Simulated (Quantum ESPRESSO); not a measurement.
**Quick settings and what they miss: Nb₃Sn (Pm-3n, 8 atoms in the cell)**

Self-consistent single point.

```
CELL_PARAMETERS angstrom
      5.41934     0.00000     0.00000
      0.00000     5.41934     0.00000
      0.00000     0.00000     5.41934
ATOMIC_POSITIONS crystal
  Nb 0.25000 0.00000 0.50000
  Nb 0.75000 0.00000 0.50000
  Nb 0.50000 0.75000 0.00000
  Nb 0.50000 0.25000 0.00000
  Nb 0.00000 0.50000 0.75000
  Nb 0.00000 0.50000 0.25000
  Sn 0.00000 0.00000 0.00000
  Sn 0.50000 0.50000 0.50000
```

Method of the run: PBEsol, PseudoDojo standard norm-conserving (PBESOL) pseudopotentials (plane waves; Quantum ESPRESSO 7.5).

Base settings: ecutwfc = 85 Ry; occupations = smearing; smearing = fd; degauss = 0.0036749 Ry; potentials = {Nb: Nb.upf, Sn: Sn.upf}; K_POINTS = automatic 5 5 5 0 0 0; conv_thr = 1e-10 Ry.

Tight run (finer mesh or higher cutoff; not a proven limit): ecutwfc: 85 Ry → 119 Ry; conv_thr: 1e-10 Ry → 7.3e-11 Ry; K_POINTS: automatic 5 5 5 0 0 0 → automatic 7 7 7 0 0 0. It gave Fermi level (on the code's own zero) 15.91 eV; pressure -12.97 GPa.

Quick runs, as changes from the base:
- A: the base itself
- B: ecutwfc: 85 Ry → 68 Ry; conv_thr: 1e-10 Ry → 7.3e-06 Ry; K_POINTS: automatic 5 5 5 0 0 0 → automatic 6 6 6 0 0 0
- C: ecutwfc: 85 Ry → 59 Ry; smearing: fd → gauss; degauss: 0.0036749 Ry → 0.036749 Ry; K_POINTS: automatic 5 5 5 0 0 0 → automatic 4 4 4 1 1 1; potentials: PseudoDojo standard norm-conserving (LDA) [LDA (PW92)]
- D: ecutwfc: 85 Ry → 42 Ry; smearing: fd → mp; degauss: 0.0036749 Ry → 0.019992 Ry; K_POINTS: automatic 5 5 5 0 0 0 → automatic 2 2 2 0 0 0; potentials: PseudoDojo standard norm-conserving (LDA) [LDA (PW92)]
- E: ecutwfc: 85 Ry → 68 Ry; conv_thr: 1e-10 Ry → 7.3e-06 Ry; K_POINTS: automatic 5 5 5 0 0 0 → automatic 2 2 2 0 0 0
- F: ecutwfc: 85 Ry → 51 Ry; K_POINTS: automatic 5 5 5 0 0 0 → automatic 1 1 1 1 1 1; potentials: PseudoDojo standard norm-conserving (LDA) [LDA (PW92)]

Energies are extrapolated to zero smearing width, which holds to low order in the width alone (under cold and Methfessel-Paxton smearing the free energy itself is taken).

Dashes: pressure of B, E, not trusted under this conv_thr with d or f elements; energy of C, D, F, another energy zero; time of C, D, E, F, under 30 s.

† marks runs with another functional, U, potentials or spin treatment: their distance from the tight run is not a convergence error alone.

The count of work is k-points × plane waves × bands × iterations; it is no time. Core times come from one kind of shared machine and are given to one figure; runs under 30 s give none.

The starting cell comes from a database of computed structures (which also holds hypothetical and non-ambient phases and stackings), without a prior relaxation at this level. Its lattice was rescaled by a random factor within 2.5 % of one. Spin polarisation is off. In the base run, with a pressure of about -13 GPa the cell is away from its equilibrium volume at this level.

| run | energy less tight (meV/atom) | pressure less tight (GPa) | count of work / tight | core time / tight (rough) |
|---|---|---|---|---|
| A | 1.1 | 0.00 | 0.30 | 0.3 |
| B | 13.1 | – | 0.29 | 0.3 |
| C† | – | -10.42 | 0.078 | – |
| D† | – | -104.55 | 0.056 | – |
| E | 134.7 | – | 0.067 | – |
| F† | – | -13.15 | 0.017 | – |

Among the runs at the tight run's level, the energy misses run from 1.1 to 134.7 meV/atom.
